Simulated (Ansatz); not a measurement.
SiC (model structure, P6₂22, No. 180, 6 atoms in the cell) was calculated with PBEsol in Ansatz (plane waves, PAW).

Numerical settings: plane-wave cutoff 520 eV, 24×24×8 k mesh (along the axes of the cell as run), Fermi–Dirac smearing 0.05 eV, scalar-relativistic PAW data made under PBE.

Cell (relaxed at this level):

```xyz
6
Lattice="3.0657 0.0000 0.0000 -1.5329 2.6550 0.0000 0.0000 0.0000 7.0312" Properties=species:S:1:pos:R:3 pbc="T T T"
Si     1.5329     0.0000     4.6874
Si    -0.7664     1.3275     2.3437
Si     0.7664     1.3275     0.0000
C      1.5329     0.0000     1.1719
C     -0.7664     1.3275     5.8593
C      0.7664     1.3275     3.5156
```

Problem. Give the computed band gap, smallest direct gap on the k points sampled and direct gap at Γ.

Solution. 
- band gap: 0.77 eV (indirect)
- smallest direct gap on the k points sampled: 2.98 eV
- direct gap at Γ: 3.35 eV

Note: the relaxation could raise the start's symmetry but not lower it, so the cell can be a saddle point.

Static lattice: no zero-point or thermal effects.

A model structure was made by putting elements into a prototype or built by hand; it is no filed structure, need not be a known phase, and can be a saddle point held by its symmetry.

Ansatz is a first-principles code.
